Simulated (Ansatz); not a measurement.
## A computed series for hypothetical CsCl type TaAs: pressure series

Base system: TaAs in the CsCl type structure (space group Pm-3m, No. 221; a hypothetical phase, not in the database extracts checked).

Space group Pm-3m (No. 221); a = b = c = 3.1781 Å, α = β = γ = 90.00°

```
atom  site  symmetry       x       y       z
----  ----  --------  ------  ------  ------
Ta      1a      m-3m  0.0000  0.0000  0.0000
As      1b      m-3m  0.5000  0.5000  0.5000
```

Cell and atoms are relaxed at each pressure.

Level of theory: DFT with PBEsol, PAW potentials and a 420 eV plane-wave cutoff in Ansatz (an electronic-structure program), spin-orbit coupling left out.

Two rows of this table had their results exchanged by mistake.

```json
[
 {"pressure": "pressure −2 GPa", "volume per atom (Å³)": "16.22", "shortest distance (Å)": "2.762", "band gap": "zero"},
 {"pressure": "pressure −1 GPa", "volume per atom (Å³)": "16.13", "shortest distance (Å)": "2.757", "band gap": "zero"},
 {"pressure": "pressure 0.3 GPa", "volume per atom (Å³)": "16.03", "shortest distance (Å)": "2.751", "band gap": "zero"},
 {"pressure": "pressure 0.7 GPa", "volume per atom (Å³)": "15.99", "shortest distance (Å)": "2.749", "band gap": "zero"},
 {"pressure": "pressure 1.5 GPa", "volume per atom (Å³)": "15.93", "shortest distance (Å)": "2.745", "band gap": "zero"},
 {"pressure": "pressure 3 GPa", "volume per atom (Å³)": "15.81", "shortest distance (Å)": "2.739", "band gap": "zero"},
 {"pressure": "pressure 5 GPa", "volume per atom (Å³)": "15.32", "shortest distance (Å)": "2.710", "band gap": "zero"},
 {"pressure": "pressure 7.5 GPa", "volume per atom (Å³)": "15.49", "shortest distance (Å)": "2.720", "band gap": "zero"},
 {"pressure": "pressure 10 GPa", "volume per atom (Å³)": "15.66", "shortest distance (Å)": "2.730", "band gap": "zero"}
]
```

Which two?

The rows for pressure 5 GPa and pressure 10 GPa: the volume has to fall steadily with pressure, so 15.66 Å³ belongs to pressure 5 GPa and 15.32 Å³ to pressure 10 GPa.

Load acts through the strain it causes; cell and atoms are relaxed under it. Whether these cells are dynamically stable was not tested. No other phases were tried under pressure. All final runs are without spin polarisation.
